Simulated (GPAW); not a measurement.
**A self-consistent single point of LuP (I4mm, 2 atoms in the cell) with GPAW**

Level of theory: LDA (Perdew-Wang 92), GPAW PAW datasets LDA (gpaw-data 1.0.1) (plane waves; GPAW).

Input:

```python
from ase import Atoms
from ase.units import GPa
from gpaw import GPAW

atoms = Atoms(['Lu', 'P'],
              cell=[[0.000000, 2.748046, 2.748046],
                    [2.748046, 0.000000, 2.748046],
                    [2.748046, 2.748046, 0.000000]],
              positions=[[-0.000000, -0.000000, 0.049998],
                         [2.748046, 2.748046, 2.748046]],
              pbc=True)

calc = GPAW(mode={'name': 'pw', 'ecut': 850},
            xc='LDA',
            kpts=(5, 5, 5),
            occupations={'name': 'fermi-dirac', 'width': 0.1},
            nbands=-8,
            convergence={'density': 1e-05, 'energy': 1e-05},
            symmetry={'symmorphic': False, 'tolerance': 0.0005},
            maxiter=100,
            txt='-')

atoms.calc = calc

energy = atoms.get_potential_energy()
print('Energy (eV):', round(energy, 6))
forces = atoms.get_forces()
print('Forces (eV/Ang):')
print(forces.round(5))
stress = atoms.get_stress()
print('Stress (GPa, Voigt):', (stress / GPa).round(4))
```

The program printed (abridged):

```
Input parameters:
  convergence: {density: 1e-05,
                energy: 1e-05}
  kpts: [5 5 5]
  maxiter: 100
  mode: {ecut: 850,
         name: pw}
  nbands: -8
  occupations: {name: fermi-dirac,
                width: 0.1}
  symmetry: {symmorphic: False,
             tolerance: 0.0005}

species:
  Lu:
    name: Lutetium
    Z: 71.0
    valence: 25
    core: 46
    charge: 0.0
    file: Lu.LDA.gz

    # Using partial waves for Lu as LCAO basis

  P:
    name: Phosphorus
    Z: 15.0
    valence: 5
    core: 10
    charge: 0.0
    file: P.LDA.gz

    # Using partial waves for P as LCAO basis

Reference energy: -405319.764882  # eV

Spin-paired calculation

Convergence criteria:
 Maximum [total energy] change in last 3 cyles: 1e-05 eV / valence electron
 Maximum integral of absolute [dens]ity change: 1e-05 electrons / valence electron
 Maximum integral of absolute [eigenst]ate change: 4e-08 eV^2 / valence electron
 Maximum number of scf [iter]ations: 100

Symmetries present (total): 8
Symmetries with fractional translations: 0
125 k-points: 5 x 5 x 5 Monkhorst-Pack grid
18 k-points in the irreducible part of the Brillouin zone
       k-points in crystal coordinates                weights
   0:     0.00000000    0.00000000    0.00000000          1/125
   1:     0.20000000    0.00000000    0.20000000          4/125
   2:     0.20000000    0.20000000    0.00000000          2/125
   [... 7 lines left out ...]
          ...
  17:     0.40000000    0.40000000    0.40000000          8/125

Wave functions: Plane wave expansion
  Cutoff energy: 850.000 eV
  Number of coefficients (min, max): 2277, 2351
  Pulay-stress correction: 0.000000 eV/Ang^3 (de/decut=0.000000)

Occupation numbers: Fermi-Dirac:
  width: 0.1000  # eV

Eigensolver

Densities:
  Coarse grid: 27*27*27 grid
  Fine grid: 54*54*54 grid
  Total Charge: 0.000000

Density mixing:
  Method: separate
  Backend: pulay
  Linear mixing parameter: 0.05
  old densities: 5
  Damping of long wavelength oscillations: 50

Hamiltonian:
  XC and Coulomb potentials evaluated on a 54*54*54 grid
  External potential:
    NoExternalPotential

Number of atoms: 2
Number of atomic orbitals: 24
Number of bands in calculation: 23
Number of valence electrons: 30
Bands to converge: occupied

Density initialized from atomic densities
  23 bands from LCAO basis set

Atomic positions and initial magnetic moments

Positions:
   0 Lu    -0.000000   -0.000000    0.049998    ( 0.0000,  0.0000,  0.0000)
   1 P      2.748046    2.748046    2.748046    ( 0.0000,  0.0000,  0.0000)

Unit cell:
           periodic     x           y           z      points  spacing
  1. axis:    yes    0.000000    2.748046    2.748046    27     0.1175
  2. axis:    yes    2.748046    0.000000    2.748046    27     0.1175
  3. axis:    yes    2.748046    2.748046    0.000000    27     0.1175

  Lengths:   3.886324   3.886324   3.886324
  Angles:   60.000000  60.000000  60.000000

Effective grid spacing dv^(1/3) = 0.1282

     iter     time        total  log10-change:
                         energy   eigst   dens
iter:   1 --:--:--   -14.414832
iter:   2 --:--:--   -14.289576   -1.67  -1.34
iter:   3 --:--:--   -13.895440   -1.40  -1.38
iter:   4 --:--:--   -13.879902   -3.38  -1.77
iter:   5 --:--:--   -13.922297   -1.97  -1.77
iter:   6 --:--:--   -13.906302   -3.81  -2.40
iter:   7 --:--:--   -13.893446   -3.56  -2.51
iter:   8 --:--:--   -13.874755   -2.65  -2.55
iter:   9 --:--:--   -13.874792   -4.32  -3.39
iter:  10 --:--:--   -13.874813c  -5.60  -3.45
iter:  11 --:--:--   -13.874726c  -4.90  -3.56
iter:  12 --:--:--   -13.874721c  -6.53  -4.12
iter:  13 --:--:--   -13.874721c  -6.72  -4.24
iter:  14 --:--:--   -13.874723c  -6.24  -4.31
iter:  15 --:--:--   -13.874722c  -7.39  -4.27
iter:  16 --:--:--   -13.874721c  -7.80c -4.32
iter:  17 --:--:--   -13.874721c  -6.79  -4.44
iter:  18 --:--:--   -13.874721c  -7.99c -4.56
iter:  19 --:--:--   -13.874720c  -7.06  -4.60
iter:  20 --:--:--   -13.874720c  -9.00c -5.10c

Converged after 20 iterations.

Dipole moment: (0.000000, 0.000000, -1.432540) |e|*Ang

Energy contributions relative to reference atoms: (reference = -405319.764882)

Kinetic:         +4.729322
Potential:       -4.448933
External:        +0.000000
XC:             -14.036366
Entropy (-ST):   -0.013825
Local:           -0.111832
SIC:             +0.000000
--------------------------
Free energy:    -13.881633
Extrapolated:   -13.874720

Showing only first 2 kpts
 Kpt  Band  Eigenvalues  Occupancy
  0    13      8.78387    0.00029
  0    14      8.79036    0.00027
  0    15      9.69212    0.00000
  0    16      9.73139    0.00000

  1    13      7.71595    1.72863
  1    14      7.73797    1.67273
  1    15      8.76243    0.00036
  1    16     10.95866    0.00000

Fermi level: 7.90111

No gap
No difference between direct/indirect transitions
Energy (eV): -13.87472

Forces in eV/Ang:
  0 Lu    0.00000    0.00000   -0.27566
  1 P     0.00000    0.00000    0.27245

Stress tensor:
     0.031050     0.000000    -0.000000
     0.000000     0.031050     0.000000
    -0.000000     0.000000     0.029244
Stress (GPa, Voigt): [ 4.9748  4.9748  4.6854  0.     -0.      0.    ]
```

The run converged in 20 iterations. GPAW prints stress with tension positive.

The starting cell comes from a database of computed structures (which also holds hypothetical and non-ambient phases and stackings), without a prior relaxation at this level. Its lattice was rescaled by up to half a per cent. One atom was moved a little off its site on purpose. Spin-orbit coupling is off. With a pressure of about -5 GPa the cell is away from its equilibrium volume at this level. The run gives no clean gap (levels at the Fermi energy touch, overlap or are partly filled at this smearing), which alone does not show that the compound is a metal.

Cost on one core of a shared machine: roughly 50 s.
